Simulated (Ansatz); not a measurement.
# BaTiO3 with two functionals

Start from BaTiO3 (space group P4mm, No. 99; a = 3.985 Å, c = 4.201 Å).

(Cell as relaxed with PBE.)

Levels (all Ansatz, an electronic-structure program, PAW): PBE (420 eV, no spin-orbit coupling); r2SCAN (500 eV, without spin-orbit coupling).

Each level relaxes its own structure.

| quantity | PBE | r2SCAN |
|---|---|---|
| volume per atom | 13.35 Å³ | … |
| lattice parameter a | 3.985 Å | … |
| lattice parameter c | 4.201 Å | … |
| band gap | 1.84 eV | … |
| gap character | indirect, A → Γ | … |

**Question.** Predict the r2SCAN column.

**Answer.** 
- volume per atom, r2SCAN: 12.98 Å³
- lattice parameter a, r2SCAN: 3.972 Å
- lattice parameter c, r2SCAN: 4.113 Å
- band gap, r2SCAN: 2.23 eV
- gap character, r2SCAN: indirect, A → Γ

PBE's volume per atom lies 0.37 Å³ above r2SCAN's (2.8 %); PBE's lattice parameter a lies 0.013 Å above r2SCAN's (0.3 %); PBE's lattice parameter c lies 0.088 Å above r2SCAN's (2.1 %); PBE's band gap lies 0.39 eV below r2SCAN's; the two agree on the gap character. Neither level is exact; r2SCAN is the comparison here, not a measurement.

No phonon test of stability was made. The final runs are not spin-polarised.
